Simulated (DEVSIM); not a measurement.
System: abrupt Si p-n junction, at 300 K.

Layer 1 from the left is Si, thickness (μm) 7.70, Na (cm⁻³) 3.7e16, τn (s) 3.5e-6, τp (s) 3.5e-6. Layer 2 from the left is Si, thickness (μm) 6.00, Nd (cm⁻³) 8.1e16, τn (s) 3.5e-6, τp (s) 3.5e-6.

Left contact: ohmic. Right contact: ohmic. Voltage is applied to the left contact. Recombination: SRH at mid-gap, radiative, Auger. Mobility is μmin + (μ − μmin)/(1 + (N/Nref)^α).

The device is made up for the run: typed textbook-type constants, with dimensions and the other settings drawn at random. Values at 300 K.

Si: gap (eV) 1.124, affinity (eV) 4.05, permittivity 11.7, Nc (cm⁻³) 2.86e19, Nv (cm⁻³) 3.1e19, μn (cm²/Vs) 1417, μp (cm²/Vs) 470, μn,min 52, μp,min 45, Nref,n 9.7e16, Nref,p 2.2e17, αn 0.68, αp 0.72, B (cm³/s) 4.7e-15, Cn (cm⁶/s) 2.8e-31, Cp (cm⁶/s) 9.9e-32.

Model (solved in DEVSIM): 1D drift-diffusion, Boltzmann statistics, complete ionisation; no tunnelling, impact ionisation, image-force lowering or self-heating.

Dark forward current:

```csv
|V| (V),|J| (A/cm²)
0.05,7.098e-10
0.10,3.018e-9
0.15,1.267e-8
0.20,6.244e-8
0.25,3.600e-7
0.30,2.288e-6
0.35,1.526e-5
0.40,0.0001039
0.45,0.0007139
0.50,0.004921
0.55,0.03397
0.60,0.2344
0.65,1.608
0.70,10.62
0.75,58.81
0.80,218.4
0.85,544.5
0.90,1051
0.95,1738
1.00,2604
```

Task: Work out the local ideality factor n = ΔV / (kT/q · ln(J2/J1)) between the rows 0.15 and 0.20 V, 0.50 and 0.55 V, 0.95 and 1.00 V.

Result: kT/q = 25.85 mV. From 0.15 to 0.20 V: ln(6.244e-8/1.267e-8) = 1.595, n = 1.21. From 0.50 to 0.55 V: ln(0.03397/0.004921) = 1.932, n = 1.00, near the 1 of diffusion or emission over a barrier. From 0.95 to 1.00 V: ln(2604/1738) = 0.404, n = 4.78.

Task: Estimate the current at 0.45 V from the Shockley equation with J0 = Σ q ni² D/(N L) coth(W/L), τ joining the SRH, radiative and Auger lifetimes that are on, and W taken as the whole layer.

Result: ni² = 1.16e20 cm⁻⁶; electrons in the p layer: μ = 950 cm²/Vs, D = 24.6 cm²/s, τ = 3.50e-6 s, L = 92.7 μm, W/L = 0.083, term 1.60e-11 A/cm²; holes in the n layer: μ = 331 cm²/Vs, D = 8.55 cm²/s, τ = 3.47e-6 s, L = 54.5 μm, W/L = 0.11, term 3.28e-12 A/cm². J0 = 1.93e-11 A/cm², and J = J0 exp(qV/kT) = 0.000702 A/cm². The simulation gives 0.000714 A/cm²; the estimate lies 1.7 % below. The estimate leaves out recombination in the depletion region and that region's share of W.
